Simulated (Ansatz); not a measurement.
We consider PbSnS2 (within 0.1 Å of Cc, No. 9, 8 atoms in the cell; start mp-1218961), described by LDA (Ansatz, an electronic-structure program, PAW).

Settings: plane-wave cutoff 520 eV, 8×8×2 k mesh (along the axes of the cell as run), Fermi–Dirac smearing 0.01 eV, scalar-relativistic PAW data made under PBE.

Cell (relaxed at this level):

```
CELL_PARAMETERS angstrom
      4.08376    -0.00286    -0.05417
     -0.00714     4.08160    -0.12818
     -1.48365    -1.28096    11.32131
ATOMIC_POSITIONS crystal
  Sn 0.65002 0.30203 0.12534
  Sn 0.80201 0.14992 0.62535
  Pb 0.37669 0.70682 0.88560
  Pb 0.20690 0.87683 0.38560
  S  0.31081 0.58060 0.63908
  S  0.68128 0.39172 0.34992
  S  0.89164 0.18124 0.84992
  S  0.08065 0.81083 0.13909
```

Estimate the band gap, smallest direct gap on the k points sampled and direct gap at Γ that the calculation returns.


- band gap: 0.69 eV
- smallest direct gap on the k points sampled: 1.07 eV
- direct gap at Γ: 1.36 eV

Spin–orbit coupling is not included; with these elements it can move the gap by several tenths of an eV or more.

The computed numbers hold no vibrational or temperature effects.

Computing time: roughly 60 core-seconds.

A start named mp-… is a Materials Project structure, which need not be a measured phase.
